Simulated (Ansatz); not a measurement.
Take W in the bcc (W type) structure (space group Im-3m, No. 229; a = 3.1693 Å) as the base. Axes: x, y, z lie along the cube axes.

Computed with r2SCAN/PAW in Ansatz (an electronic-structure program), no spin-orbit coupling.

For the base:

The shortest interatomic distance comes out as 2.745 Å. The pressure is 0.0 GPa.

The change: compressive biaxial strain of 2.72 % in the plane normal to [111], as in epitaxy on a mismatched substrate; the out-of-plane cell vector and the atoms relax.

Q: What does the calculation give for the shortest interatomic distance after the change?

A: The shortest interatomic distance falls by 0.058 Å, from 2.745 Å to 2.687 Å.

Q: Estimate the effect on the pressure.

A: The pressure (mean of the normal stresses, compression positive) goes from zero to 10.3 GPa.

Q: Estimate the effect on the energy relative to the base.

A: The energy increases by 40 meV/atom.

Without a gap, meshes like the base's 21×21×21 leave anisotropic stresses uncertain by several tenths of a GPa, and small strain energies with them. Stability against distortions was not tested. The final runs are not spin-polarised.
